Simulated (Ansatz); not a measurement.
**Pressure series in Pt**

Base system: Pt in the fcc (Cu type) structure (space group Fm-3m, No. 225; a = 3.918 Å).

Cell and atoms are relaxed at each pressure.

Calculations: Ansatz (an electronic-structure program) PBEsol, without spin-orbit coupling.

Notes on the quantities. enthalpy: H = E + PV relative to the base's energy.

```tsv
case	enthalpy	volume per atom
base	–	15.04 Å³
pressure −2 GPa	-0.19 eV/atom	15.15 Å³
pressure −1 GPa	-0.09 eV/atom	15.09 Å³
pressure 0.3 GPa	+0.03 eV/atom	15.02 Å³
pressure 0.7 GPa	+0.07 eV/atom	15.00 Å³
pressure 1.5 GPa	+0.14 eV/atom	14.96 Å³
pressure 3 GPa	+0.28 eV/atom	14.89 Å³
pressure 5 GPa	+0.47 eV/atom	14.79 Å³
pressure 7.5 GPa	+0.69 eV/atom	14.68 Å³
pressure 10 GPa	+0.92 eV/atom	14.57 Å³
```

Load acts through the strain it causes; cell and atoms are relaxed under it. No phonon test of stability was made. No other phases were tried under pressure. The final runs are not spin-polarised.
